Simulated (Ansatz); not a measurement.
Start from ZnSe in the zinc blende structure (space group F-43m, No. 216; a = 5.633 Å).

Method: Ansatz (a program for electronic structure), PBEsol, PAW, cutoff 420 eV, without spin-orbit coupling.

Before the change:

- Valley order: Γ 1.24 eV; L along ⟨111⟩ 2.48 eV
- Electron mass: 0.091 mₑ (at Γ)
- Hole mass: 0.096, 0.58, 0.58 mₑ (at Γ)

Now apply this change: the cell is scaled by 1.0250 in all directions; the atoms relax in the strained cell.

Problem. Predict the new valley order, mean gap deformation potential ΔEg/Δln V, electron mass, hole mass and energy relative to the base.

Solution. The valley order (the lowest conduction-band minima on the path, energy above the VBM, named in the base's zone) changes from Γ 1.24 eV; L along ⟨111⟩ 2.48 eV to Γ 0.95 eV; L along ⟨111⟩ 2.35 eV; the mean gap deformation potential ΔEg/Δln V amounts to -3.8 eV; the electron mass becomes 0.077 mₑ (at Γ) (base: 0.091 mₑ (at Γ)); the hole mass (degenerate bands, along [100]) changes from 0.096, 0.58, 0.58 mₑ (at Γ) to 0.080, 0.64, 0.64 mₑ (at Γ); the energy rises by 23 meV/atom.

Masses are band curvatures over ±0.01 Å⁻¹ around the edge. Stability against distortions was not tested.
